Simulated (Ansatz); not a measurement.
Take Be in the hcp (Mg type) structure (space group P6_3/mmc, No. 194; a = 2.255 Å, c = 3.558 Å; relaxed with 0.1 eV smearing) as the base.

Level of theory: Ansatz (an electronic-structure program) PBEsol, no SOC.

Before the change:

The band gap is zero and the pressure comes out as 0.0 GPa.

Perturbation: the cell is scaled by 1.0250 in all directions, atoms relaxed at fixed cell.

Question: Predict the new energy relative to the base.

Answer: The energy grows by 16 meV/atom.

Question: Predict the new band gap.

Answer: The band gap remains zero.

Question: Predict the new pressure.

Answer: The pressure (mean of the normal stresses, compression positive) goes from zero to -8.2 GPa.

The cells carry an imposed strain or load. Whether these cells are dynamically stable was not tested.
